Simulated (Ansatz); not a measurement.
Start from Mg$_{2}$Sn (space group Fm-3m, No. 225; a = 6.746 Å).

Level of theory: Ansatz (a program for electronic structure) PBEsol, spin-orbit coupling left out, earlier PAW set.

Base values:

The magnetic state is not spin-polarised and the shortest interatomic distance is 2.921 Å. The largest site moment is 0.00 μB. The density comes out as 3.62 g/cm³.

Modification: full substitution Sn → Fe; the structure is relaxed again.

Tabulated Pauling electronegativity and covalent radius: Sn 1.96, 1.39 Å; Fe 1.83, 1.32 Å.

Predict the new magnetic state, shortest interatomic distance, largest site moment and density.

The magnetic state becomes ferromagnetic (base: not spin-polarised); the shortest interatomic distance decreases by 0.199 Å (2.921 Å → 2.722 Å); the largest site moment goes from zero to 2.48 μB; the density shrinks by 0.83 g/cm³, from 3.62 g/cm³ to 2.79 g/cm³.

The magnetic state is the one reached from the starting moments; the real material's order can differ, and small cells can't hold many antiferromagnetic ones. No phonon test of stability was made. As relaxed here, Mg2Fe is a hypothetical phase, not in the database extracts checked.
